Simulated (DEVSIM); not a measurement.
Structure: Ru/AlN/p-Ge capacitor, at 300 K.

```tsv
layer (left to right)	material	thickness (nm)	Na (cm⁻³)
1	AlN	4.00	-
2	Ge	1200	2.3e17
```

Metal gate on the left, work function 4.7 eV. Fixed charge at the semiconductor interface 0 cm⁻² (in units of +e); no interface traps.

The device is made up for the run: typed textbook-type constants, with dimensions and the other settings drawn at random. Values at 300 K.

```tsv
parameter	AlN	Ge
gap (eV)	6.1	0.664
affinity (eV)	1.9	4
permittivity	8.5	16
Nc (cm⁻³)	-	1.04e19
Nv (cm⁻³)	-	6e18
```

DEVSIM, 1D Poisson equation in equilibrium, Boltzmann statistics, complete ionisation; no quantum confinement or tunnelling. Metal contacts follow the ideal Schottky-Mott rule: no Fermi-level pinning, no interface dipoles.

Tabulate band edges, carrier densities and field at 0.5 V on the gate.

Energies count from the Fermi level of the right contact; mesh points crowd at the junctions.

| x (μm) | Ec (eV) | Ev (eV) | n (cm⁻³) | p (cm⁻³) | field (V/cm) |
|---|---|---|---|---|---|
| 0.000 | 2.300 | -3.800 | < 1e2 | < 1e2 | 220000 |
| 0.0008621 | 2.319 | -3.781 | < 1e2 | < 1e2 | 220000 |
| 0.002000 | 2.344 | -3.756 | < 1e2 | < 1e2 | 220000 |
| 0.003123 | 2.369 | -3.731 | < 1e2 | < 1e2 | 220000 |
| 0.004262 | 0.291 | -0.372 | 1.3e14 | 3.3e12 | 120000 |
| 0.005639 | 0.307 | -0.357 | 7.1e13 | 6.1e12 | 110000 |
| 0.008166 | 0.335 | -0.329 | 2.4e13 | 1.8e13 | 110000 |
| 0.01568 | 0.408 | -0.256 | 1.5e12 | 3.0e14 | 87000 |
| 0.02810 | 0.496 | -0.168 | 4.8e10 | 9.1e15 | 55000 |
| 0.05089 | 0.566 | -0.098 | 3.2e9 | 1.4e17 | 12000 |
| 0.09737 | 0.580 | -0.084 | 1.9e9 | 2.3e17 | 140 |
| 0.2307 | 0.580 | -0.084 | 1.9e9 | 2.3e17 | ≈ 0 |
| 0.4362 | 0.580 | -0.084 | 1.9e9 | 2.3e17 | ≈ 0 |
| 0.7766 | 0.580 | -0.084 | 1.9e9 | 2.3e17 | ≈ 0 |
| 1.027 | 0.580 | -0.084 | 1.9e9 | 2.3e17 | ≈ 0 |
| 1.112 | 0.580 | -0.084 | 1.9e9 | 2.3e17 | ≈ 0 |
| 1.158 | 0.580 | -0.084 | 1.9e9 | 2.3e17 | ≈ 0 |
| 1.180 | 0.580 | -0.084 | 1.9e9 | 2.3e17 | ≈ 0 |
| 1.195 | 0.580 | -0.084 | 1.9e9 | 2.3e17 | ≈ 0 |
| 1.200 | 0.580 | -0.084 | 1.9e9 | 2.3e17 | ≈ 0 |
| 1.202 | 0.580 | -0.084 | 1.9e9 | 2.3e17 | ≈ 0 |
| 1.204 | 0.580 | -0.084 | 1.9e9 | 2.3e17 | ≈ 0 |
